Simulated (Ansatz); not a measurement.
Consider the following.

```
CdTe
1.0
    4.64161     0.00000     0.00000
   -2.32081     4.01975     0.00000
    2.32081    -1.33992     3.78986
Cd Te
1 1
Cartesian
  0.00000   0.00000   0.00000
  0.00000   2.67984   0.94746
```

Space group of this cell: F-43m, zinc blende. The cell is taken as given.

Level of theory: r2SCAN (plane waves, PAW; Ansatz, an electronic-structure program).

The current runs along the normal of the first two printed vectors; no spin-orbit coupling. Scaled by the factor s: the length along the current (ions clamped). Meshes 8×8×8 and 12×12 across the current in all rows.

```json
[
 {"s": "0.97", "mean pressure (GPa)": "1.3", "band gap (eV)": "?"},
 {"s": "1.00", "mean pressure (GPa)": "-0.1", "band gap (eV)": "1.16"},
 {"s": "1.03", "mean pressure (GPa)": "-1.2", "band gap (eV)": "1.03"}
]
```

Problem. Take the slope of the band gap against ln s from the two given rows, extrapolate to s = 0.97, and say what the run there gives.

Solution. Slope = (1.03 − 1.16) / ln 1.03 = -4.40 eV. The line gives 1.16 + (-4.40) × ln 0.97 = 1.29 eV. The run gives 1.20 eV, 0.09 eV under the line, 70 % of the predicted step.
